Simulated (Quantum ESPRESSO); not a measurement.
**One base run on Sn4P3O12 (R3c, 38 atoms in the cell) and variants with one or two settings moved**

```yaml
crystal:
  lattice:
    - [4.81701, 2.78110, 8.32204]
    - [-4.81701, 2.78110, 8.32204]
    - [0.00000, -5.56220, 8.32204]
  atoms:
    - { symbol: Sn, position: [0.63126, 0.74817, 0.09790] }
    - { symbol: Sn, position: [0.09790, 0.63126, 0.74817] }
    - { symbol: Sn, position: [0.74817, 0.09790, 0.63126] }
    - { symbol: Sn, position: [0.59790, 0.24817, 0.13126] }
    - { symbol: Sn, position: [0.24817, 0.13126, 0.59790] }
    - { symbol: Sn, position: [0.13126, 0.59790, 0.24817] }
    - { symbol: Sn, position: [0.18263, 0.18263, 0.18263] }
    - { symbol: Sn, position: [0.68263, 0.68263, 0.68263] }
    - { symbol: P, position: [0.29427, 0.73229, 0.82691] }
    - { symbol: P, position: [0.82691, 0.29427, 0.73229] }
    - { symbol: P, position: [0.73229, 0.82691, 0.29427] }
    - { symbol: P, position: [0.32691, 0.23229, 0.79427] }
    - { symbol: P, position: [0.23229, 0.79427, 0.32691] }
    - { symbol: P, position: [0.79427, 0.32691, 0.23229] }
    - { symbol: O, position: [0.28795, 0.90425, 0.79030] }
    - { symbol: O, position: [0.79030, 0.28795, 0.90425] }
    - { symbol: O, position: [0.90425, 0.79030, 0.28795] }
    - { symbol: O, position: [0.29030, 0.40425, 0.78795] }
    - { symbol: O, position: [0.40425, 0.78795, 0.29030] }
    - { symbol: O, position: [0.78795, 0.29030, 0.40425] }
    - { symbol: O, position: [0.47083, 0.60653, 0.82411] }
    - { symbol: O, position: [0.82411, 0.47083, 0.60653] }
    - { symbol: O, position: [0.60653, 0.82411, 0.47083] }
    - { symbol: O, position: [0.32411, 0.10653, 0.97083] }
    - { symbol: O, position: [0.10653, 0.97083, 0.32411] }
    - { symbol: O, position: [0.97083, 0.32411, 0.10653] }
    - { symbol: O, position: [0.99897, 0.16481, 0.67316] }
    - { symbol: O, position: [0.67316, 0.99897, 0.16481] }
    - { symbol: O, position: [0.16481, 0.67316, 0.99897] }
    - { symbol: O, position: [0.17316, 0.66481, 0.49897] }
    - { symbol: O, position: [0.66481, 0.49897, 0.17316] }
    - { symbol: O, position: [0.49897, 0.17316, 0.66481] }
    - { symbol: O, position: [0.74972, 0.69613, 0.24532] }
    - { symbol: O, position: [0.24532, 0.74972, 0.69613] }
    - { symbol: O, position: [0.69613, 0.24532, 0.74972] }
    - { symbol: O, position: [0.74532, 0.19613, 0.24972] }
    - { symbol: O, position: [0.19613, 0.24972, 0.74532] }
    - { symbol: O, position: [0.24972, 0.74532, 0.19613] }
```

Base run A: PBEsol, GBRV 1.5 ultrasoft (PBESOL) pseudopotentials (Quantum ESPRESSO 7.5), self-consistent single point.

Its settings: ecutwfc = 40 Ry; ecutrho = 200 Ry; occupations = smearing; smearing = methfessel-paxton; degauss = 0.019992 Ry; potentials = {Sn: sn_pbesol_v1.4.uspp.F.UPF, P: p_pbesol_v1.5.uspp.F.UPF, O: o_pbesol_v1.2.uspp.F.UPF}; K_POINTS = automatic 2 2 2 1 1 1; conv_thr = 1e-11 Ry; mixing_beta = 0.4.

The starting cell comes from a database of computed structures (which also holds hypothetical and non-ambient phases and stackings), without a prior relaxation at this level. Its lattice was rescaled by a random factor within 2.5 % of one. In the base run, with a pressure of about 4 GPa the cell is away from its equilibrium volume at this level. In the base run, forces exceed 1 eV/Å. A gap is left out here, as mesh or smearing make it unsure.

ΔF is the free energy per atom less that of run A. 

| run | K_POINTS | ΔF (meV/atom) | pressure (GPa) | largest force (eV/Å) | k-points |
|---|---|---|---|---|---|
| A | automatic 2 2 2 1 1 1 | 0.00 | 4.14 | 1.260 | 2 |
| B | automatic 1 1 1 1 1 1 | 2.0 | 4.16 | 1.196 | 1 |
| C | automatic 3 3 3 1 1 1 | 0.16 | 4.14 | 1.277 | 6 |

Run B against A: The free energy rises by 2.0 meV/atom, the pressure hardly changes (4.14 to 4.16 GPa) and the largest force goes from 1.260 to 1.196 eV/Å.

Run C against A: The free energy is nearly the same (within 1 meV/atom), the pressure stays at 4.14 GPa and the largest force goes from 1.260 to 1.277 eV/Å.
